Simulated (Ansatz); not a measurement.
WSi2 under a change: uniaxial strain ε_zz = −1.50 %

Take WSi2 (space group I4/mmm, No. 139; a = 3.202 Å, c = 7.818 Å; relaxed with 0.1 eV smearing) as the base. Axes: x, y, z lie along a, b, c of the conventional cell.

Perturbation: uniaxial strain ε_zz = −1.50 %, all other strain components held at zero; the atoms relax in the strained cell.

Level of theory: Ansatz (a first-principles code) PBEsol, scalar-relativistic without spin-orbit coupling. k-mesh 25×25×25 (Γ-centred); smearing 0.1 eV (Fermi–Dirac).

The volume per atom drops by 0.20 Å³ (13.36 Å³ → 13.16 Å³) and the shortest interatomic distance drops by 0.035 Å, from 2.588 Å to 2.553 Å. The energy rises by 5.4 meV/atom and the pressure (mean of the normal stresses, compression positive) goes from zero to 4.0 GPa. The band gap remains zero and the stress (xx, yy, zz, yz, xz, xy; compression positive) amounts to (1.6, 1.6, 8.9, 0.0, 0.0, 0.0) GPa.

Final structure:

```yaml
crystal:
  lattice:
    - [-1.60119, 1.60119, 3.85022]
    - [1.60119, -1.60119, 3.85022]
    - [1.60119, 1.60119, -3.85022]
  atoms:
    - { symbol: Si, position: [0.66575, 0.66575, 0.00000] }
    - { symbol: Si, position: [0.33425, 0.33425, 0.00000] }
    - { symbol: W, position: [0.00000, 0.00000, 0.00000] }
```

Stability against distortions was not tested. The final runs are not spin-polarised.
